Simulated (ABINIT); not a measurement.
A self-consistent single point of ZrZn (Pm-3m, 2 atoms in the cell) with ABINIT.

Level of theory: PBEsol, PAW (JTH v2.0 PBE PAW, files made for PBE) (plane waves; ABINIT 10.0.3).

The change in words: lattice scaled by 0.98. Reference geometry:
```
ZrZn
1.0
    3.26049     0.00000     0.00000
    0.00000     3.26049     0.00000
    0.00000     0.00000     3.26049
Zr Zn
1 1
Cartesian
  1.63024   1.63024   1.63024
  0.00000   0.00000   0.00000
```

Reference input (self-consistent single point, DFT, PBEsol, plane waves, PAW (JTH v2.0 PBE PAW, files made for PBE)): pseudos = [Zr.GGA_PBE-JTH.xml, Zn.GGA_PBE-JTH.xml]; ecut = 30 Ha; pawecutdg = 60 Ha; pawxcdev = 0; ixc = -116133; occopt = 3; tsmear = 0.00367493 Ha; ngkpt = 7 7 7; nshiftk = 1; shiftk = 0 0 0; potentials = JTH v2.0 PBE PAW; nband = 17. This run's input differs from it in these lines:

```diff
@@ -3,3 +3,3 @@
 pseudos "Zr.GGA_PBE-JTH.xml, Zn.GGA_PBE-JTH.xml"
-acell 3.2604900000 3.2604900000 3.2604900000 Angstrom
+acell 3.1952800000 3.1952800000 3.1952800000 Angstrom
 rprim
```

Log, with long lists cut:

```
--- !BeginCycle
solver: {iscf: 17, nstep: 60, nline: 4, wfoptalg: 10, }
tolerances: {toldfe: 1.00E-09, }
...

     iter   Etot(hartree)      deltaE(h)  residm     nres2
 ETOT  1  -110.90369736581    -1.109E+02 1.087E+01 1.922E+01
 ETOT  2  -111.82287765213    -9.192E-01 2.468E-01 6.857E+00
 ETOT  3  -111.82384030247    -9.627E-04 3.010E-01 2.573E+00
 ETOT  4  -111.82485196069    -1.012E-03 2.724E-02 1.018E+00
 ETOT  5  -111.82329608291     1.556E-03 6.690E-03 5.855E-03
   [... 7 lines left out ...]
 ETOT 13  -111.82356172957    -2.157E-09 2.977E-04 8.568E-07
 ETOT 14  -111.82356172737     2.199E-09 1.601E-04 1.772E-07
 ETOT 15  -111.82356172682     5.478E-10 1.657E-04 5.981E-08
 ETOT 16  -111.82356172699    -1.652E-10 9.545E-05 6.607E-08
 At SCF step   16, etot is converged :
  for the second time, diff in etot=  1.652E-10 < toldfe=  1.000E-09

 Cartesian components of stress tensor (hartree/bohr^3)
  sigma(1 1)= -4.25854351E-04  sigma(3 2)=  0.00000000E+00
  sigma(2 2)= -4.25854351E-04  sigma(3 1)=  0.00000000E+00
  sigma(3 3)= -4.25854351E-04  sigma(2 1)=  0.00000000E+00

 ----iterations are completed or convergence reached----

 reduced coordinates (array xred) for    2 atoms
       0.500000000000      0.500000000000      0.500000000000
       0.000000000000      0.000000000000      0.000000000000
 cartesian forces (eV/Angstrom) at end:
    1     -0.00000000000000    -0.00000000000000    -0.00000000000000
    2     -0.00000000000000    -0.00000000000000    -0.00000000000000
 frms,max,avg= 0.0000000E+00 0.0000000E+00   0.000E+00  0.000E+00  0.000E+00 e/A
   [... lines left out ...]
 Fermi (or HOMO) energy (hartree) =   0.47513   Average Vxc (hartree)=  -0.43446
   [... lines left out ...]
'-kT*entropy'       : -9.33783287869809E-04
total_energy        : -1.11823598838076E+02
total_energy_eV     : -3.04287487258953E+03
...

-Cartesian components of stress tensor (GPa)         [Pressure=  1.2529E+01 GPa]
- sigma(1 1)= -1.25290655E+01  sigma(3 2)=  0.00000000E+00
- sigma(2 2)= -1.25290655E+01  sigma(3 1)=  0.00000000E+00
- sigma(3 3)= -1.25290655E+01  sigma(2 1)=  0.00000000E+00

 Calculation completed.
```

The run converged in 16 iterations. Against the reference run the free energy rises by 50.1 meV/atom and the pressure goes from 3.52 to 12.53 GPa.

The starting cell comes from a database of computed structures (which also holds hypothetical and non-ambient phases and stackings), without a prior relaxation at this level. Its lattice was rescaled by a random factor within 2.5 % of one. For this run, on top of that: lattice scaled by 0.98. The potentials were made for another functional than the one used. With a pressure of about 13 GPa the cell is away from its equilibrium volume at this level.

Cost on one core of a shared machine: roughly 70 s.
